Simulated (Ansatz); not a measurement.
# Response to strain in ZnS

Take ZnS in the wurtzite structure (space group P6_3mc, No. 186; a = 3.782 Å, c = 6.208 Å) as the base.

Strains are applied to the cell and any free atomic positions relax.

Computed with DFT with PBEsol, PAW potentials and a 420 eV plane-wave cutoff in Ansatz (a first-principles code), no spin-orbit coupling.

Notes on the quantities. energy relative to the base: free energy F.

```csv
isotropic strain (%),energy relative to the base (meV/atom)
-3,42.4
-2.4,26.5
-1.8,14.6
-1.2,?
-0.6,1.6
0,0.0
```

Question: Fit ΔE = Aε² + Bε³ (ε in %) to the rows shown and predict the withheld row.

Answer: Least squares on the printed values gives A = 4.19 and B = -0.17 meV/atom (largest residual 0.1 meV/atom); this predicts 6.3 meV/atom, and the run gives 6.4 meV/atom, in agreement.

Whether these cells are dynamically stable was not tested.
